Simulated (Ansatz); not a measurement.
**Response to strain in C**

The parent structure is C in the diamond structure (space group Fd-3m, No. 227; a = 3.560 Å). Axes: x, y, z lie along the cube axes.

Strains are applied to the cell and any free atomic positions relax; under biaxial strain the out-of-plane vector relaxes too.

Calculations: Kohn–Sham DFT with the r2SCAN functional, run in Ansatz (a program for electronic structure) with PAW and 500 eV plane waves, no SOC, earlier PAW set.

Candidates:
(a) biaxial strain +0.21 %, plane normal [110], relaxed out of plane
(b) biaxial strain −3.51 %, plane normal [001], relaxed out of plane
(c) strain tensor (xx, yy, zz, yz, xz, xy) = (+0.66, −1.38, −0.33, −0.84, +0.12, −0.25) %
(d) strain tensor (xx, yy, zz, yz, xz, xy) = (+0.05, −0.57, −0.80, −1.62, −0.08, −0.13) %

Before the change:

The band gap is 4.36 eV.

Task: Order them by band gap, highest first.

Result: (a) biaxial strain +0.21 %, plane normal [110], relaxed out of plane (4.33 eV), (d) strain tensor (xx, yy, zz, yz, xz, xy) = (+0.05, −0.57, −0.80, −1.62, −0.08, −0.13) % (4.21 eV), (c) strain tensor (xx, yy, zz, yz, xz, xy) = (+0.66, −1.38, −0.33, −0.84, +0.12, −0.25) % (3.96 eV), (b) biaxial strain −3.51 %, plane normal [001], relaxed out of plane (3.90 eV)

A biaxial case was relaxed in a doubled cell and then solved in the primitive one. Stability against distortions was not tested.
